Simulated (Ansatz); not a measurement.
Relaxation of the atoms of TeAu (P-6m2, 2 atoms in the cell) at several settings

```xyz
2
Lattice="3.7984 0.0000 0.0000 -1.8992 3.2896 0.0000 0.0000 0.0000 3.7071" Properties=species:S:1:pos:R:3 pbc="T T T"
Au     0.0000     0.0000     0.0000
Te     1.8992     1.0965     1.8535
```

Base: PBE run with Ansatz (a first-principles code). Its settings: basis.ecutwfc = 30.9 Ry; kpoints.mp_grid.grid = 7 7 6; hamiltonian.xc = pbe; hamiltonian.pseudopotentials = {kind: paw}, with the files named one by one; scf.occupations.method = cold; scf.occupations.width = 0.0073 Ry. Starting volume 23.16 Å³ per atom.

Each line gives the change from the base single point and the result:

- atoms moved at random; scf.convergence.dr2_threshold: default (1e-07 eV) → 0.001 eV; relax: default → atoms; relax.f_tol: default → 0.03 eV/Å: pressure 7.30 GPa; largest force (vector length) 0.012 eV/Å; relaxation steps 3; free energy against the base single point 0.0 meV/atom.
- atoms moved at random; relax: default → atoms; relax.f_tol: default → 0.1 eV/Å: pressure 7.30 GPa; largest force (vector length) 0.006 eV/Å; relaxation steps 3; free energy against the base single point 0.0 meV/atom.

The starting cell was generated: these elements placed on a structure prototype, without a prior relaxation; it need not be a known phase or ordering of this composition. Ansatz's pressure includes its estimate of the finite-basis (Pulay) stress.

Left out of this page: 1 run of the series outside the window shown, repeating another row's setting, or not comparable.

Keys are those of Ansatz 0.2.
